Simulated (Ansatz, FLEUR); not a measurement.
# Code comparison for BaMg₂Sb₂ (P-3m1, 5 atoms in the cell)

Self-consistent single point.

```
CELL_PARAMETERS angstrom
      4.79854     0.00000     0.00000
     -2.39927     4.15566     0.00000
      0.00000     0.00000     8.20590
ATOMIC_POSITIONS crystal
  Ba 0.00000 0.00000 0.00000
  Mg 0.66667 0.33333 0.37666
  Mg 0.33333 0.66667 0.62334
  Sb 0.66667 0.33333 0.73051
  Sb 0.33333 0.66667 0.26949
```

Shared settings, as Ansatz (a program for electronic structure) writes them: kpoints.mp_grid.grid = 6 6 3; magnetization.spin_orbit = true; scf.occupations.method = fixed. Potentials and cutoffs stand in the table.

| code | model | gap on the mesh (eV) | cutoff |
|---|---|---|---|
| Ansatz | LDA (PW92) with spin-orbit coupling, PAW files made with PBE | 0.612 | default |
| FLEUR | LDA (Vosko-Wilk-Nusair), all-electron FLAPW (FLEUR), scalar-relativistic valence with spin-orbit coupling in second variation | 0.615 | Kmax 4 1/bohr |

Gaps are read on the mesh.

The spread over the programs that give each value: gap on the mesh within 0.003 eV.

FLEUR treats all electrons, but the usual bases taken here (sphere radii, linearisation, local orbitals, empty states) were not tested for convergence, so the values are no reference for the others.

The starting cell comes from a database of computed structures (which also holds hypothetical and non-ambient phases and stackings), without a prior relaxation at this level.

Left out of this page: ABINIT and Elk (with a known weakness of the program).

Keys are those of Ansatz 0.2.
